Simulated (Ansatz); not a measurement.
Consider Al-vacancy pair (Al on one host Rh site, one Rh site vacant) in fcc Rh, neutral cell. Computed with PBE, PAW (plane waves to 420 eV; Ansatz, an electronic-structure program).

Cell of 32 host sites held at the relaxed PBE lattice; a 2×2×2 k-point mesh shifted by half a step; Fermi-Dirac width 0.10 eV, spin-restricted; finite-size errors left in. Energies are static. Forms of the defect that were not tried may lie lower.

Barriers: single points on a 4×4×4 k-point mesh shifted by half a step at the bands' geometries.

The step: Al and the vacancy change places (Al-vacancy distance between ideal sites 2.71 Å throughout); the atom moves 2.60 Å along (0.00, 0.48, 0.48) of the unit cell; the moving atom starts with neighbours 4 Rh at 2.68, 2 Rh at 2.72, 4 Rh at 2.74, Rh at 2.75 Å and ends with 4 Rh at 2.68, 2 Rh at 2.72, 4 Rh at 2.74, Rh at 2.75 Å.

What is the computed migration barrier of this step (PBE, PAW)?

67 kJ/mol, the same both ways. At the saddle the moving atom has neighbours 4 Rh at 2.43, 2 Rh at 3.01, 2 Rh at 3.02 Å. The saddle point's order was not checked, and it lies on a symmetry element of the cell, where a band can be held.
